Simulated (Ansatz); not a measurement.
The reference is SrZrO3 (space group Imma, No. 74; a cell from a computed database, its experimental status unchecked).

```yaml
crystal:
  lattice:
    - [-2.89774, 4.06749, 2.90682]
    - [2.89774, -4.06749, 2.90682]
    - [2.89774, 4.06749, -2.90682]
  atoms:
    - { symbol: Sr, position: [0.23813, 0.48813, 0.75000] }
    - { symbol: Sr, position: [0.76187, 0.51187, 0.25000] }
    - { symbol: Zr, position: [0.50000, 0.00000, 0.50000] }
    - { symbol: Zr, position: [0.00000, 0.00000, 0.00000] }
    - { symbol: O, position: [0.66465, 0.91465, 0.75000] }
    - { symbol: O, position: [0.33535, 0.08535, 0.25000] }
    - { symbol: O, position: [0.20278, 0.50000, 0.20278] }
    - { symbol: O, position: [0.79722, 0.50000, 0.79722] }
    - { symbol: O, position: [0.79722, 0.00000, 0.29722] }
    - { symbol: O, position: [0.20278, 0.00000, 0.70278] }
```

Method: Ansatz (a program for electronic structure) PBEsol, no spin-orbit coupling.

Before the change:

The volume per atom is 13.70 Å³ and the smallest direct gap is 3.67 eV.

Perturbation: a hydrostatic pressure of 7.5 GPa.

How does this affect the volume per atom?

The volume per atom shrinks by 0.58 Å³ to 13.12 Å³.

What does the calculation give for the smallest direct gap after the change?

The smallest direct gap goes up by 0.05 eV, from 3.67 eV to 3.72 eV.

Load acts through the strain it causes; cell and atoms are relaxed under it. Stability against distortions was not tested. Competing high-pressure phases were not computed.
